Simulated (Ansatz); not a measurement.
Input and output of a self-consistent single point for InSe (R3m, 4 atoms in the cell) (Ansatz, a first-principles code).

Level of theory: PBEsol, PAW files made with PBE (plane waves; Ansatz).

The change in words: lattice scaled by 0.98; basis.ecutwfc: 30.9 Ry → 41.5 Ry. Reference geometry:
```yaml
crystal:
  lattice:
    - [2.01323, 1.16234, 8.56548]
    - [-2.01323, 1.16234, 8.56548]
    - [0.00000, -2.32468, 8.56548]
  atoms:
    - { symbol: In, position: [0.11230, 0.11230, 0.11230] }
    - { symbol: In, position: [0.00183, 0.00183, 0.00183] }
    - { symbol: Se, position: [0.61971, 0.61971, 0.61971] }
    - { symbol: Se, position: [0.82581, 0.82581, 0.82581] }
```

Reference input (self-consistent single point, DFT, PBEsol, plane waves, PAW files made with PBE): basis.ecutwfc = 30.9 Ry; kpoints.mp_grid.grid = 5 5 5; hamiltonian.xc = pbesol; hamiltonian.pseudopotentials = {kind: paw} (the program's default PAW files); scf.occupations.method = fixed. This run's input differs from it in these lines:

Ansatz 0.2 input:
```diff
@@ -3,12 +3,12 @@
   lattice:
-    - [2.01322800, 1.16233800, 8.56548000]
-    - [-2.01322800, 1.16233800, 8.56548000]
-    - [0.00000000, -2.32467600, 8.56548000]
+    - [1.97296300, 1.13909100, 8.39417000]
+    - [-1.97296300, 1.13909100, 8.39417000]
+    - [0.00000000, -2.27818200, 8.39417000]
   atoms:
-    - { symbol: In, position_ang: [-0.00000000, -0.00000000, 2.88560743] }
-    - { symbol: In, position_ang: [-0.00000000, -0.00000000, 0.04702449] }
-    - { symbol: Se, position_ang: [0.00000000, -0.00000000, 15.92441792] }
-    - { symbol: Se, position_ang: [0.00000000, 0.00000000, 21.22030003] }
+    - { symbol: In, position_ang: [0.00000000, -0.00000000, 2.82789514] }
+    - { symbol: In, position_ang: [0.00000000, -0.00000000, 0.04608399] }
+    - { symbol: Se, position_ang: [-0.00000000, -0.00000000, 15.60592882] }
+    - { symbol: Se, position_ang: [0.00000000, -0.00000000, 20.79589304] }
 basis:
-  ecutwfc: 30.9 Ry
+  ecutwfc: 41.5 Ry
 kpoints:
```

Output (repeated stretches shortened):

```
SCF iter   1: F=—  HF=-21903.751511 eV  |F-HF|=—  |Δ(HF+E_count)|=         —  Δρ=4.88e-2  dr2=1.37e1  ethr=3.10e-3  ⟨swp⟩=4.9  Hψ=2439  notcnv=0  defer=73
all-band conjugate gradients solve this SCF's bands
preconditioner: auto → Resta (q_TF=auto, 2.441 Å⁻¹)
SCF iter   2: F=—  HF=-21901.335315 eV  |F-HF|=—  |Δ(HF+E_count)|=    2.42e0  Δρ=1.88e-2  dr2=3.45e-1  ethr=3.10e-3  ⟨swp⟩=3.5  Hψ=1435  notcnv=0  defer=73
   [... lines left out ...]
SCF iter   7: F=—  HF=-21901.179563 eV  |F-HF|=—  |Δ(HF+E_count)|=   8.18e-5  Δρ=6.81e-5  dr2=9.61e-6  ethr=1.42e-7  ⟨swp⟩=2.0  Hψ=1194  notcnv=0  defer=26
SCF iter   8: F=—  HF=-21901.179572 eV  |F-HF|=—  |Δ(HF+E_count)|=   8.58e-6  Δρ=2.05e-5  dr2=6.94e-7  ethr=1.66e-8  ⟨swp⟩=2.0  Hψ=1193  notcnv=0  defer=49
SCF iter   9: F=—  HF=-21901.179572 eV  |F-HF|=—  |Δ(HF+E_count)|=   1.70e-8  Δρ=8.36e-6  dr2=1.74e-7  ethr=1.72e-10  ⟨swp⟩=12.2  Hψ=3750  notcnv=0
SCF iter  10: F=-21901.179572 eV  HF=-21901.179572 eV  |F-HF|=6.93e-9  |Δ(HF+E_count)|=   5.00e-8  Δρ=2.48e-6  dr2=1.26e-8  ethr=1.72e-10  ⟨swp⟩=5.5  Hψ=2406  notcnv=0
SCF 1 converged in 10 iterations: F = -21901.179572 eV  dr2 = 1.26e-8
Free energy (F): -21901.179572 eV
Internal energy: -21901.179572 eV  (E = F + TS)
E sigma→0 (E₀):  -21901.179572 eV
Fermi energy:    7.208324 eV
--- Forces (eV/Å), atoms counted from 1 ---
  atom   1  In     0.00000000     0.00000000    -0.92659361
  atom   2  In     0.00000000    -0.00000000     0.60412236
  atom   3  Se     0.00000000     0.00000000    -0.60692667
  atom   4  Se    -0.00000000    -0.00000000     0.92943902
--- Stress (GPa, compression-positive) ---
        4.177651       0.000000       0.000000
        0.000000       4.177651      -0.000000
       -0.000000      -0.000000       2.556527
  P = ⅓ Tr σ = 3.6373 GPa (36.373 kbar)
  The stress holds the Pulay correction. Without it, at fixed plane waves, as pw.x and ABINIT print it: P = 3.6335 GPa
```

The run converged in 10 iterations. Against the reference run the free energy goes up by 19.6 meV/atom, the pressure goes from 0.20 to 3.64 GPa, the largest force goes from 0.641 to 0.929 eV/Å and the gap on the mesh goes from 0.827 to 0.955 eV.

The starting cell comes from a database of computed structures (which also holds hypothetical and non-ambient phases and stackings), without a prior relaxation at this level. Its lattice was rescaled by up to half a per cent. One atom was moved a little off its site on purpose. For this run, on top of that: lattice scaled by 0.98. Ansatz's pressure includes its estimate of the finite-basis (Pulay) stress.
